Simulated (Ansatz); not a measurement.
# Cu, response to strain

Start from Cu in the fcc (Cu type) structure (space group Fm-3m, No. 225; relaxed with 0.1 eV smearing).

```
CELL_PARAMETERS angstrom
      0.00000     1.78189     1.78189
      1.78189     0.00000     1.78189
      1.78189     1.78189     0.00000
ATOMIC_POSITIONS crystal
  Cu 0.00000 0.00000 0.00000
```

Cartesian axes are those of the cell as printed.

Strains are applied to the cell and any free atomic positions relax; under biaxial strain the out-of-plane vector relaxes too.

Calculations: Ansatz (a quantum-chemistry and plane-wave program) PBEsol, no spin-orbit coupling.

Candidates:
(a) biaxial strain −1.50 %, plane normal [001], relaxed out of plane
(b) biaxial strain −2.00 %, plane normal [001], relaxed out of plane
(c) biaxial strain +2.00 %, plane normal [001], relaxed out of plane

Notes on the quantities. energy relative to the base: free energy F.

Problem. Order them by energy relative to the base, highest first.

Solution. (b) biaxial strain −2.00 %, plane normal [001], relaxed out of plane (+4.9 meV/atom), (c) biaxial strain +2.00 %, plane normal [001], relaxed out of plane (+3.6 meV/atom), (a) biaxial strain −1.50 %, plane normal [001], relaxed out of plane (+2.7 meV/atom)

Stability against distortions was not tested. All final runs are without spin polarisation.
